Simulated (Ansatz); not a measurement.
Checking a run of Ansatz (a program for electronic structure) on LaP (P1, 4 atoms in the cell). The aim is a self-consistent single point with DFT, PBE, plane waves, default PAW files.

The input file:

Ansatz 0.2 input:
```yaml
crystal:
  lattice:
    - [4.641307, 0.000000, 0.000000]
    - [-2.320653, 4.019490, 0.000000]
    - [0.000000, 0.000000, 7.601389]
  atoms:
    - { symbol: La, position: [0.660931, 0.340743, 0.010967] }
    - { symbol: La, position: [0.330498, 0.654847, 0.493164] }
    - { symbol: P, position: [0.679150, 0.325983, 0.624905] }
    - { symbol: P, position: [0.329420, 0.678427, 0.121364] }
basis:
  ecutwfc: 60
kpoints:
  mp_grid:
    grid: [6, 6, 3]
hamiltonian:
  xc: pbe
  pseudopotentials:
    kind: paw
scf:
  occupations:
    method: fermi_dirac
    width: 0.1 eV
output:
  forces: true
  eigenvalues: true
  stress: true
```

Output, abridged:

```
WARN basis.ecutwfc = 60 eV is below the records' recommended cutoff, and the density's cutoff is lower with it unless basis.ecutrho_ratio is high enough to …
WARN ansatz: RAYON_NUM_THREADS=1 ignored (pool sized by the plan → 1); use --threads N
Pseudopotentials: kind: paw
Pseudopotential: La, paw, valence charge 11
Pseudopotential: P, paw, valence charge 5
Crystal: 4 atoms, lattice volume = 141.809 Å³
Basis set: ecut = 60 eV, 135 PW (Γ), exchange–correlation on 24×24×40 points (8 copies of the dense FFT grid, shifted against one another)
Bands: 20, of which v1, the nominal top of the filled ones, is band 16 counted from 1 (15 counted from 0)
Symmetry: 1 space group operations
Space group: P1 (ITA 1), of the structure as read, at distance tolerance 5.2e-5 Å
k-points: 56 of 108 (time reversal used)
Initial density: superposition of atomic densities (neutral atoms: chi_scale 0, normalization atom), corrected by the library's trained network
Initial wavefunctions: pseudopotential atomic-orbital guess
Eigensolver: davidson
Functional: x = pbe(κ = 0.804, μ = 0.2195149727645171), c = pbe(β = 0.06672455060314922)
SCF iter   1: F=—  HF=-13961.190785 eV  |F-HF|=—  |Δ(HF+E_count)|=         —  Δρ=8.98e-2  dr2=1.10e1  ethr=1.77e-3  ⟨swp⟩=5.6  Hψ=5948  notcnv=0
all-band conjugate gradients solve this SCF's bands
preconditioner: auto → Resta (q_TF=auto, 2.129 Å⁻¹)
SCF iter   2: F=—  HF=-13958.095962 eV  |F-HF|=—  |Δ(HF+E_count)|=    3.09e0  Δρ=4.90e-2  dr2=3.41e0  ethr=1.77e-3  ⟨swp⟩=2.0  Hψ=2688  notcnv=0
   [... lines left out ...]
SCF iter   7: F=—  HF=-13956.574521 eV  |F-HF|=—  |Δ(HF+E_count)|=   5.26e-6  Δρ=5.44e-5  dr2=6.39e-6  ethr=1.35e-7  ⟨swp⟩=2.0  Hψ=1489  notcnv=0
SCF iter   8: F=—  HF=-13956.574522 eV  |F-HF|=—  |Δ(HF+E_count)|=   8.97e-7  Δρ=1.85e-5  dr2=9.78e-7  ethr=2.00e-8  ⟨swp⟩=2.0  Hψ=1568  notcnv=0
SCF iter   9: F=-13956.574521 eV  HF=-13956.574521 eV  |F-HF|=5.17e-9  |Δ(HF+E_count)|=   2.65e-7  Δρ=3.47e-6  dr2=2.69e-8  ethr=3.13e-10  ⟨swp⟩=3.0  Hψ=4174  notcnv=0
SCF 1 converged in 9 iterations: F = -13956.574521 eV  dr2 = 2.69e-8
Free energy (F): -13956.574521 eV
Internal energy: -13956.574474 eV  (E = F + TS)
E sigma→0 (E₀):  -13956.574498 eV
Entropy (-TS):   -0.000048 eV (-0.012 meV/atom)
Fermi energy:    7.560099 eV
--- Forces (eV/Å), atoms counted from 1 ---
  atom   1  La     0.02582532     0.07012202    -0.47168088
  atom   2  La     0.24134348     0.12212856     0.53141368
  atom   3  P     -0.25345499    -0.10336397    -0.05211740
  atom   4  P     -0.01543533    -0.08876561    -0.00912476
--- Stress (GPa, compression-positive) ---
        2.693117       0.265781      -0.315550
        0.265781       2.559810      -0.137338
       -0.315550      -0.137338       0.667969
  P = ⅓ Tr σ = 1.9736 GPa (19.736 kbar)
  The stress holds the Pulay correction. Without it, at fixed plane waves, as pw.x and ABINIT print it: P = -97.4414 GPa
```

### Question
Can these results be used? Check the input.

### Answer
The run is not sound. The fault is this: a cutoff meant in Ry typed as a bare number, read as eV. A bare number is read in the key's own unit, and eV, Ry (13.6 eV) and Ha (27.2 eV) lie far apart, so the setting ends up far from the one that was meant. To fix it, convert the value to the unit that the key expects. The run converged in 9 iterations without an error; against the sound input the free energy rises by 14.9 eV/atom, the pressure goes from 1.06 to 1.97 GPa, the largest force goes from 0.721 to 0.596 eV/Å and the gap on the mesh goes from 1.445 to 1.865 eV. At a fixed set of plane waves, without the program's Pulay estimate, the pressure is -97.44 GPa against 1.05 GPa.

An input that runs soundly differs in these lines (not the only fix; some lines may just follow from the change or write a value another way):
```diff
-basis:
-  ecutwfc: 60
```

With that input, the run converged in 7 iterations: free energy E − TS (on the zero of these files) -14016.1906 eV; gap on the k-point mesh 1.44 eV; pressure 1.06 GPa; largest force (vector length) 0.721 eV/Å (DFT, PBE, plane waves, default PAW files).

On the sound input: the starting cell was generated: these elements placed on a structure prototype, without a prior relaxation; it need not be a known phase or ordering of this composition. Its atoms were displaced at random from the sites of space group no. 186. Ansatz's pressure includes its estimate of the finite-basis (Pulay) stress.
